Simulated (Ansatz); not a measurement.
Consider ZnSe in the zinc blende structure (space group F-43m, No. 216; a = 5.5675 Å). Axes: x, y, z lie along the cube axes.

Level of theory: Ansatz (a first-principles code) LDA, no spin-orbit coupling.

Before the change:

The electron mass comes out as 0.090 mₑ (at Γ). The shortest interatomic distance comes out as 241.1 pm and the valley order is Γ 1.25 eV; L along ⟨111⟩ 2.45 eV; X along ⟨100⟩ 2.69 eV.

Perturbation: compressive biaxial strain of 0.50 % in the plane normal to [001], as in epitaxy on a mismatched substrate; the out-of-plane cell vector and the atoms relax.

Problem. Estimate the effect on the electron mass.

Solution. The electron mass becomes 0.091 mₑ (at Γ) (base: 0.090 mₑ (at Γ)).

Problem. What happens to the shortest interatomic distance?

Solution. The shortest interatomic distance shrinks by 0.3 pm, from 241.1 pm to 240.8 pm.

Problem. What does the calculation give for the out-of-plane strain after the change?

Solution. The out-of-plane strain comes out as +0.60 %.

Problem. Predict the new valley order.

Solution. The valley order (the lowest conduction-band minima on the path, energy above the VBM, named in the base's zone) goes from Γ 1.25 eV; L along ⟨111⟩ 2.45 eV; X along ⟨100⟩ 2.69 eV to Γ 1.25 eV; L along [111] 2.44 eV; X along [010] 2.65 eV; X along [001] 2.71 eV.

The levels and masses belong to the bands next to the band gap. Effective masses come from finite differences of ±0.01 Å⁻¹. Whether these cells are dynamically stable was not tested.
